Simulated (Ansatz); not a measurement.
The reference is Ti₃Al (space group P6_3/mmc, No. 194; a = 5.755 Å, c = 4.655 Å). Axes: x lies along a and z along c of the hexagonal cell.

(Cell as relaxed with PBE.)

Levels (all Ansatz, a quantum-chemistry and plane-wave program, PAW, earlier PAW set): PBE (420 eV, without spin-orbit coupling); r2SCAN (500 eV, scalar-relativistic without spin-orbit coupling).

Each level relaxes its own structure.

```csv
base,PBE,r2SCAN
volume per atom,16.69 Å³,16.56 Å³
lattice parameter a,5.755 Å,5.747 Å
band gap,zero,zero
```

Modification: compressive biaxial strain of 4.25 % in the plane normal to [001], as in epitaxy on a mismatched substrate; the out-of-plane cell vector and the atoms relax.

| quantity | PBE | r2SCAN |
|---|---|---|
| energy relative to the base (free energy F) | +51 meV/atom | +54 meV/atom |
| pressure (mean of the normal stresses, compression positive) | 8.4 GPa | 8.9 GPa |
| volume per atom | 15.64 Å³ | 15.51 Å³ |
| band gap | zero | zero |

PBE's energy relative to the base lies 3.1 meV/atom below r2SCAN's; PBE's pressure lies 0.5 GPa below r2SCAN's; PBE's volume per atom lies 0.13 Å³ above r2SCAN's (0.9 %); the two agree on the band gap. Neither level is exact; r2SCAN is the comparison here, not a measurement.

No phonon test of stability was made. All final runs are without spin polarisation.
